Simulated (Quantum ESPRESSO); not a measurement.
Input and output of a self-consistent single point for NiO (Fm-3m, 4 atoms in the cell) (Quantum ESPRESSO).

Method: PBE, PSlibrary PAW (PBE) pseudopotentials (plane waves; Quantum ESPRESSO).

The change in words: lattice scaled by 0.98. Reference geometry:
```xyz
4
Lattice="4.2695 2.1347 2.1347 2.1347 4.2695 2.1347 2.1347 2.1347 4.2695" Properties=species:S:1:pos:R:3 pbc="T T T"
Ni     0.0000     0.0000     0.0000
Ni     4.2695     4.2695     4.2695
O      2.1347     2.1347     2.1347
O      6.4042     6.4042     6.4042
```
Moments meant for the start (each program seeds them in its own way; μB, in the order of the atoms Ni Ni O O): 2.0 -2.0 0.0 0.0.

Reference input (self-consistent single point, DFT, PBE, plane waves, PSlibrary PAW (PBE) pseudopotentials): ecutwfc = 55 Ry; ecutrho = 330 Ry; occupations = smearing; smearing = fermi-dirac; degauss = 0.00147 Ry; nspin = 2; K_POINTS = automatic 9 9 9 0 0 0; conv_thr = 1e-10 Ry; mixing_beta = 0.4. This run's input differs from it in these lines:

```diff
@@ -31,5 +31,5 @@
 Ni1   0.000000000    0.000000000    0.000000000
-Ni2   4.269452000    4.269452000    4.269452000
-O     2.134726000    2.134726000    2.134726000
-O     6.404178000    6.404178000    6.404178000
+Ni2   4.184062500    4.184062500    4.184062500
+O     2.092031250    2.092031250    2.092031250
+O     6.276093750    6.276093750    6.276093750
 K_POINTS automatic
@@ -37,5 +37,5 @@
 CELL_PARAMETERS angstrom
-   4.269452000     2.134726000     2.134726000
-   2.134726000     4.269452000     2.134726000
-   2.134726000     2.134726000     4.269452000
+   4.184063000     2.092031000     2.092031000
+   2.092031000     4.184063000     2.092031000
+   2.092031000     2.092031000     4.184063000
```

The program printed (abridged):

```
     Self-consistent Calculation

     iteration #  1     ecut=    55.00 Ry     beta= 0.40

     total energy              =    -454.53414421 Ry
     estimated scf accuracy    <       0.34348420 Ry

     total magnetization       =    -0.00 Bohr mag/cell
     absolute magnetization    =     2.79 Bohr mag/cell

     iteration #  2     ecut=    55.00 Ry     beta= 0.40

     total energy              =    -454.60375708 Ry
     estimated scf accuracy    <       0.07503203 Ry

     total magnetization       =    -0.00 Bohr mag/cell
     absolute magnetization    =     2.51 Bohr mag/cell

     iteration #  3     ecut=    55.00 Ry     beta= 0.40

   [... lines left out ...]

     iteration # 14     ecut=    55.00 Ry     beta= 0.40

     total energy              =    -454.63867751 Ry
     estimated scf accuracy    <          3.4E-10 Ry

     total magnetization       =    -0.00 Bohr mag/cell
     absolute magnetization    =     3.02 Bohr mag/cell

     iteration # 15     ecut=    55.00 Ry     beta= 0.40

     Magnetic moment per site  (integrated on atomic sphere of radius R)
     atom   1 (R=0.168)  charge=  7.7351  magn=  1.3696
     atom   2 (R=0.168)  charge=  7.7351  magn= -1.3696
     atom   3 (R=0.168)  charge=  5.6748  magn=  0.0000
     atom   4 (R=0.168)  charge=  5.6748  magn=  0.0000
     End of self-consistent calculation

     Number of k-points >= 100: set verbosity='high' to print the bands.

     the Fermi energy is    11.6382 ev

!    total energy              =    -454.63867751 Ry
     estimated scf accuracy    <          3.1E-11 Ry
     smearing contrib. (-TS)   =      -0.00000000 Ry
     internal energy E=F+TS    =    -454.63867751 Ry

     total magnetization       =    -0.00 Bohr mag/cell
     absolute magnetization    =     3.02 Bohr mag/cell

     convergence has been achieved in  15 iterations

     Forces acting on atoms (cartesian axes, Ry/au):

     atom    1 type  1   force =     0.00000000    0.00000000    0.00000000
     atom    2 type  2   force =     0.00000000   -0.00000000    0.00000000
     atom    3 type  3   force =     0.00000060    0.00000060    0.00000060
   [... lines left out ...]
     Total force =     0.000001     Total SCF correction =     0.000009
   [... lines left out ...]
     SCF correction compared to forces is large: reduce conv_thr to get better values

          total   stress  (Ry/bohr**3)                   (kbar)     P=       15.20
   0.00010336  -0.00001910  -0.00001910           15.20       -2.81       -2.81
  -0.00001910   0.00010336  -0.00001910           -2.81       15.20       -2.81
  -0.00001910  -0.00001910   0.00010336           -2.81       -2.81       15.20

   JOB DONE.
```

The run converged in 15 iterations. Against the reference run the free energy drops by 13.5 meV/atom, the pressure goes from -9.18 to 1.52 GPa and the gap on the mesh goes from 0.943 to 0.957 eV. The full log also holds: “c_bands:  1 eigenvalues not converged”.

The starting cell has typed, rounded lattice constants, without a prior relaxation at this level. Its lattice was rescaled by a random factor within 2.5 % of one. For this run, on top of that: lattice scaled by 0.98. The magnetic order is the one reached from the typed start; others were not searched systematically.

Cost on one core of a shared machine: roughly 10 min.
